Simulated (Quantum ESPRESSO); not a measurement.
Quantum ESPRESSO run on LaIn5Ir (P4/mmm, 7 atoms in the cell): self-consistent single point.

Level of theory: LDA (PZ), GBRV 1.5 ultrasoft (LDA) pseudopotentials (plane waves; Quantum ESPRESSO 7.5).

The change in words: lattice scaled by 0.98. Reference geometry:
```
LaIn5Ir
1.0
    4.74610     0.00000     0.00000
    0.00000     4.74610     0.00000
    0.00000     0.00000     7.67273
La In Ir
1 5 1
Direct
  0.00000   0.00000   0.00000
  0.50000   0.00000   0.69287
  0.50000   0.00000   0.30713
  0.00000   0.50000   0.69287
  0.00000   0.50000   0.30713
  0.50000   0.50000   0.00000
  0.00000   0.00000   0.50000
```

Reference input (self-consistent single point, DFT, LDA (PZ), plane waves, GBRV 1.5 ultrasoft (LDA) pseudopotentials): ecutwfc = 40 Ry; ecutrho = 320 Ry; occupations = smearing; smearing = fermi-dirac; degauss = 0.0099958 Ry; potentials = {La: la_lda_v1.uspp.F.UPF, In: in_lda_v1.4.uspp.F.UPF, Ir: ir_lda_v1.2.uspp.F.UPF}; K_POINTS = automatic 5 5 3 0 0 0; conv_thr = 1e-10 Ry. This run's input differs from it in these lines:

```diff
@@ -36,5 +36,5 @@
 CELL_PARAMETERS angstrom
-   4.74610000     0.00000000     0.00000000
-   0.00000000     4.74610000     0.00000000
-   0.00000000     0.00000000     7.67272800
+   4.65117800     0.00000000     0.00000000
+   0.00000000     4.65117800     0.00000000
+   0.00000000     0.00000000     7.51927300
```

Output, abridged:

```
     Self-consistent Calculation

     iteration #  1     ecut=    40.00 Ry     beta= 0.70

     negative rho (up, down):  2.199E-01 0.000E+00

     total energy              =    -925.17316134 Ry
     estimated scf accuracy    <      37.54446315 Ry

     iteration #  2     ecut=    40.00 Ry     beta= 0.70

     negative rho (up, down):  1.497E-01 0.000E+00

     total energy              =    -900.39461305 Ry
     estimated scf accuracy    <     378.84666339 Ry

     iteration #  3     ecut=    40.00 Ry     beta= 0.70

     negative rho (up, down):  2.190E-01 0.000E+00

     total energy              =    -943.96426757 Ry
     estimated scf accuracy    <      38.08126798 Ry

   [... 11 blocks of this kind left out ...]

     iteration # 15     ecut=    40.00 Ry     beta= 0.70

     negative rho (up, down):  3.729E-01 0.000E+00

     total energy              =    -949.89626721 Ry
     estimated scf accuracy    <          1.1E-10 Ry

     iteration # 16     ecut=    40.00 Ry     beta= 0.70

     negative rho (up, down):  3.729E-01 0.000E+00
     End of self-consistent calculation

     the Fermi energy is    12.7531 ev

!    total energy              =    -949.89626721 Ry
     estimated scf accuracy    <          9.4E-12 Ry
     smearing contrib. (-TS)   =      -0.01295545 Ry
     internal energy E=F+TS    =    -949.88331175 Ry

     convergence has been achieved in  16 iterations

     negative rho (up, down):  3.729E-01 0.000E+00

     Forces acting on atoms (cartesian axes, Ry/au):

     atom    1 type  1   force =     0.00000000    0.00000000    0.00000000
     atom    2 type  2   force =     0.00000000    0.00000000    0.00646869
     atom    3 type  2   force =     0.00000000    0.00000000   -0.00646869
     atom    4 type  2   force =     0.00000000    0.00000000    0.00646869
     atom    5 type  2   force =     0.00000000    0.00000000   -0.00646869
   [... lines left out ...]
     Total force =     0.012937     Total SCF correction =     0.000008
   [... lines left out ...]

     negative rho (up, down):  3.729E-01 0.000E+00
          total   stress  (Ry/bohr**3)                   (kbar)     P=      -21.32
  -0.00013778   0.00000000   0.00000000          -20.27        0.00        0.00
   0.00000000  -0.00013778   0.00000000            0.00      -20.27        0.00
   0.00000000   0.00000000  -0.00015927            0.00        0.00      -23.43

   JOB DONE.
```

The run converged in 16 iterations. Against the reference run the free energy goes down by 31.3 meV/atom, the pressure goes from -6.49 to -2.13 GPa and the largest force goes from 0.058 to 0.166 eV/Å.

The starting cell comes from a database of computed structures (which also holds hypothetical and non-ambient phases and stackings), without a prior relaxation at this level. Its lattice was rescaled by a random factor within 2.5 % of one. For this run, on top of that: lattice scaled by 0.98. Spin polarisation is off.

Cost on one core of a shared machine: roughly 4 min.
